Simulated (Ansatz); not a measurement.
Take PbTe in the rock salt structure (space group Fm-3m, No. 225) as the base.

```
CELL_PARAMETERS angstrom
      0.00000     3.22104     3.22104
      3.22104     0.00000     3.22104
      3.22104     3.22104     0.00000
ATOMIC_POSITIONS crystal
  Te 0.50000 0.50000 0.50000
  Pb 0.00000 0.00000 0.00000
```

Calculations: PBEsol in Ansatz (plane waves to 420 eV, PAW, without spin-orbit coupling).

Strains are applied to the cell and any free atomic positions relax.

One change was made to it. Results:

```csv
quantity,base,after
width of the top valence band,2.86 eV,2.35 eV
"valley order (the lowest conduction-band minima on the path, energy above the VBM, named in the base's zone)","L along ⟨111⟩ 0.65 eV; a point along ⟨110⟩, about 0.6 Å⁻¹ from Γ 1.25 eV; a point along ⟨100⟩, about 0.3 Å⁻¹ from Γ 1.70 eV","L along ⟨111⟩ 0.81 eV; a point along ⟨110⟩, about 0.6 Å⁻¹ from Γ 1.35 eV; a point along ⟨100⟩, about 0.3 Å⁻¹ from Γ 1.80 eV"
electron mass,"0.26 mₑ along k, 0.098 mₑ across (at L)","0.31 mₑ along k, 0.10 mₑ across (at L)"
```

**Question.** Which change produced these results?
A. isotropic strain −2.50 %
B. isotropic strain +0.50 %
C. isotropic strain +3.00 %
D. isotropic strain −2.00 %

**Answer.** C, isotropic strain +3.00 %. For comparison, the valley order in the other runs: isotropic strain +0.50 % gives L along ⟨111⟩ 0.68 eV; a point along ⟨110⟩, about 0.6 Å⁻¹ from Γ 1.27 eV; a point along ⟨100⟩, about 0.3 Å⁻¹ from Γ 1.72 eV; isotropic strain −2.50 % gives L along ⟨111⟩ 0.46 eV; a point along ⟨110⟩, about 0.5 Å⁻¹ from Γ 1.13 eV; a point along ⟨100⟩, about 0.3 Å⁻¹ from Γ 1.66 eV; isotropic strain −2.00 % gives L along ⟨111⟩ 0.50 eV; a point along ⟨110⟩, about 0.5 Å⁻¹ from Γ 1.16 eV; a point along ⟨100⟩, about 0.3 Å⁻¹ from Γ 1.69 eV.

With Pb and Te present, leaving out spin-orbit coupling can change the band edges. The levels and masses belong to the bands next to the band gap. Effective masses come from finite differences of ±0.01 Å⁻¹. Along k means along the line from Γ to the band edge. No phonon test of stability was made.

Ansatz is an electronic-structure program.
